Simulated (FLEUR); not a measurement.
Worked example: self-consistent single point of Cr (Im-3m, 1 atom in the cell) in FLEUR.

Computed with PBE, all-electron FLAPW (FLEUR), scalar-relativistic valence.

The change in words: lattice scaled by 0.98. Reference geometry:
```yaml
crystal:
  lattice:
    - [-1.45440, 1.45440, 1.45440]
    - [1.45440, -1.45440, 1.45440]
    - [1.45440, 1.45440, -1.45440]
  atoms:
    - { symbol: Cr, position: [0.00000, 0.00000, 0.00000], spin: 3.0 }
```
(The spins are starting values, not results.)

Reference input (self-consistent single point, DFT, PBE, all-electron FLAPW (FLEUR), scalar-relativistic valence): Kmax = 3.6 1/bohr; GmaxXC = 14.4 1/bohr; xcFunctional = pbe; jspins = 2; l_soc = F; mode = gauss; fermiSmearingEnergy = 0.00734986 Htr; mesh (inpgen div1-3) = 16 16 16; inpgen gamma flag = true; Gmax = 14.4 1/bohr; numbands = 0; maxIterBroyd = 25. This run's input differs from it in these lines:

```diff
@@ -6,3 +6,3 @@
 0.5773502692 0.5773502692 -0.5773502692
-4.7603990547
+4.6651910736
 1.0 1.0 1.0
@@ -42,5 +42,5 @@
          <bravaisMatrix>
-            <row-1>   -2.7484176757304701     2.7484176757304701     2.7484176757304701</row-1>
-            <row-2>    2.7484176757304701    -2.7484176757304701     2.7484176757304701</row-2>
-            <row-3>    2.7484176757304701     2.7484176757304701    -2.7484176757304701</row-3>
+            <row-1>   -2.6934493222123970     2.6934493222123970     2.6934493222123970</row-1>
+            <row-2>    2.6934493222123970    -2.6934493222123970     2.6934493222123970</row-2>
+            <row-3>    2.6934493222123970     2.6934493222123970    -2.6934493222123970</row-3>
          </bravaisMatrix>
```

Output (repeated stretches shortened):

```
 Iteration:     1   Distance:      55.04879074 me/bohr^3
 Iteration:     2   Distance:      51.94896048 me/bohr^3
 Iteration:     3   Distance:      26.10974068 me/bohr^3
 Iteration:     4   Distance:      33.40632261 me/bohr^3
 Iteration:     5   Distance:      50.95447939 me/bohr^3
   [... 14 lines left out ...]
 Iteration:    20   Distance:       0.00002668 me/bohr^3
 Iteration:    21   Distance:       0.00003108 me/bohr^3
 Iteration:    22   Distance:       0.00001711 me/bohr^3
 Iteration:    23   Distance:       0.00000658 me/bohr^3
 Run finished successfully
 Stop message:
   Structural relaxation: Done

[file out, last iteration]
             iter=     24
[...]
          total density-effective poten   -1.6715583459E+03
          total charge density-energy d   -4.8794525410E+01
 Updated energy parameters for spin:           1
 Updated energy parameters for spin:           2
[...]
 fermi energy and band-weighting factors:

[...]
FERMIE:
          first approx. to ef    (T=0)  :   0.460507 htr   (energy of the highest occ. eigenvalue)
          number of occ. states  (T=0)  :       2027
          first approx. to seigv (T=0)  :  -8.866444 htr
          sum of weights of occ. states :  14.000000
          sum of semicore charge        :   0.000000 e
          fermi energy=   0.46072 har   work function= -12.53674 ev
   [... lines left out ...]
     k-point=  110
     k-point=  111
     k-point=  112
     k-point=  113
     k-point=  114
     k-point=  115
     k-point=  116
     k-point=  117
     k-point=  118
     k-point=  119
     k-point=  120
     k-point=  121
     k-point=  122
     k-point=  123
     k-point=  124
     k-point=  125
     k-point=  126
     k-point=  127
     k-point=  128
     k-point=  129
     k-point=  130
     k-point=  131
     k-point=  132
      0.001
```

The run converged in 23 iterations. FLEUR gives forces in its relaxation mode, with a further iteration, so its stop message speaks of a relaxation. Against the reference run the total energy falls by 33.5 meV/atom.

The starting cell was generated: these elements placed on a structure prototype, without a prior relaxation; it need not be a known phase or ordering of this composition. Its lattice was rescaled by a random factor within 2.5 % of one. For this run, on top of that: lattice scaled by 0.98. The starting moments vanished: the run ended non-magnetic, which need not be the lowest state. Values depend on the basis (sphere radii, cutoffs, local orbitals), which need not be converged.

Cost on one core of a shared machine: roughly 60 s.
